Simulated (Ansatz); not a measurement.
We consider CsCl-type PdIn, described by PBE in Ansatz (plane waves, PAW).

Settings: plane-wave cutoff 520 eV, 20×20×20 k mesh, Fermi–Dirac smearing 0.091 eV (set by the program), scalar-relativistic PAW data made under PBE.

Computed at the level's own relaxed cell.

Elastic tensor (GPa, Voigt notation, ions relaxed):

```
  128.4   101.4   101.4     0.0     0.0     0.0
  101.4   128.4   101.4     0.0     0.0     0.0
  101.4   101.4   128.4     0.0     0.0     0.0
    0.0     0.0     0.0    43.3     0.0     0.0
    0.0     0.0     0.0     0.0    43.3     0.0
    0.0     0.0     0.0     0.0     0.0    43.3
```

Worked from these constants: the tetragonal shear constant is C′ = (C11 − C12)/2 = 13.5 GPa against C44 = 43.3 GPa, so the tetragonal shear is the softer. The Zener ratio C44/C′ is 3.21 (1 for an isotropic solid), and the Cauchy pressure C12 − C44 is 58.1 GPa. With C11 + 2C12 = 331.2 GPa all three Born conditions hold; they don't test modes at the zone boundary.

Ansatz is a program for electronic structure.
